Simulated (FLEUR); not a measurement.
Input and output of a self-consistent single point for Zr₂Sb₃Pd (P-4m2, 6 atoms in the cell) (FLEUR).

Method of the run: PBEsol, all-electron FLAPW (FLEUR), scalar-relativistic valence run with FLEUR.

The change in words: lattice scaled by 0.98. Reference geometry:
```xyz
6
Lattice="3.9613 0.0000 0.0000 0.0000 3.9613 0.0000 0.0000 0.0000 8.7389" Properties=species:S:1:pos:R:3 pbc="T T T"
Zr     1.9806     0.0000     6.4597
Zr     0.0000     1.9806     2.2792
Sb     1.9806     0.0000     3.3537
Sb     0.0000     1.9806     5.3852
Sb     0.0000     0.0000     0.0000
Pd     1.9806     1.9806     0.0000
```

Reference input (self-consistent single point, DFT, PBEsol, all-electron FLAPW (FLEUR), scalar-relativistic valence): Kmax = 4.1 1/bohr; GmaxXC = 14.3 1/bohr; xcFunctional = PBEs; jspins = 1; l_soc = F; mode = gauss; fermiSmearingEnergy = 0.00499791 Htr; mesh (inpgen div1-3) = 7 7 3; inpgen gamma flag = false; Gmax = 14.3 1/bohr; numbands = 0; maxIterBroyd = 40. This run's input differs from it in these lines:

```diff
@@ -3,5 +3,5 @@
 &input film=f /
-3.9612600000 0.0000000000 0.0000000000
-0.0000000000 3.9612600000 0.0000000000
-0.0000000000 0.0000000000 8.7389200000
+3.8820350000 0.0000000000 0.0000000000
+0.0000000000 3.8820350000 0.0000000000
+0.0000000000 0.0000000000 8.5641420000
 1.8897261246
@@ -48,5 +48,5 @@
          <bravaisMatrix>
-            <row-1>    7.4856965083329952     0.0000000000000000     0.0000000000000000</row-1>
-            <row-2>    0.0000000000000000     7.4856965083329952     0.0000000000000000</row-2>
-            <row-3>    0.0000000000000000     0.0000000000000000    16.5141654247894323</row-3>
+            <row-1>    7.3359829561115610     0.0000000000000000     0.0000000000000000</row-1>
+            <row-2>    0.0000000000000000     7.3359829561115610     0.0000000000000000</row-2>
+            <row-3>    0.0000000000000000     0.0000000000000000    16.1838828721840926</row-3>
          </bravaisMatrix>
```

The program printed (abridged):

```
 Iteration:     1   Distance:       6.87439582 me/bohr^3
 Iteration:     2   Distance:       5.55051801 me/bohr^3
 Iteration:     3   Distance:       3.39098741 me/bohr^3
 Iteration:     4   Distance:       2.49132057 me/bohr^3
 Iteration:     5   Distance:       2.24458524 me/bohr^3
   [... 10 lines left out ...]
 Iteration:    16   Distance:       0.00017423 me/bohr^3
 Iteration:    17   Distance:       0.00003057 me/bohr^3
 Iteration:    18   Distance:       0.00002934 me/bohr^3
 Iteration:    19   Distance:       0.00000647 me/bohr^3
 Reset of history
 Run finished successfully
 Stop message:
   Structural relaxation: new displacements generated

[file out, last iteration]
             iter=     20
[...]
          total density-effective poten   -5.2227631109E+04
          total charge density-energy d   -8.7027177156E+02
 Updated energy parameters for spin:           1
[...]
 fermi energy and band-weighting factors:
   [... 6 lines left out ...]

[...]
FERMIE:
          first approx. to ef    (T=0)  :   0.394810 htr   (energy of the highest occ. eigenvalue)
          number of occ. states  (T=0)  :        848
          first approx. to seigv (T=0)  : -32.473666 htr
          sum of weights of occ. states :  42.517007
          sum of semicore charge        :   0.000000 e
          fermi energy=   0.39523 har   work function= -10.75482 ev
   [... lines left out ...]
          total moment                 =     0.00000
 Direct bandgap for spin            1 :    8.8490490142328349E-003  Htr
 ---->    free energy=                    -31681.6354478778 htr
   [... lines left out ...]
 TOTAL FORCE FOR ATOM TYPE=  2  X=  3.668   Y=  0.000   Z=  6.211
                       FX_TOT= 0.000000 FY_TOT= 0.000000 FZ_TOT=-0.001052
 TOTAL FORCE FOR ATOM TYPE=  3  X=  0.000   Y=  0.000   Z=  0.000
                       FX_TOT= 0.000000 FY_TOT= 0.000000 FZ_TOT= 0.000000
 TOTAL FORCE FOR ATOM TYPE=  4  X=  3.668   Y=  3.668   Z=  0.000
                       FX_TOT= 0.000000 FY_TOT= 0.000000 FZ_TOT= 0.000000
```

The run converged in 19 iterations. FLEUR gives forces in its relaxation mode, with a further iteration, so its stop message speaks of a relaxation. Against the reference run the total energy goes down by 14.5 meV/atom and the largest force goes from 0.113 to 0.054 eV/Å.

The starting cell comes from a database of computed structures (which also holds hypothetical and non-ambient phases and stackings), without a prior relaxation at this level. For this run, on top of that: lattice scaled by 0.98. Spin-orbit coupling is off. Spin polarisation is off. Values depend on the basis (sphere radii, cutoffs, local orbitals), which need not be converged. The log's line on a gap gives a spacing of levels on this mesh, which the program prints for metals too.

Cost on one core of a shared machine: roughly 6 min.
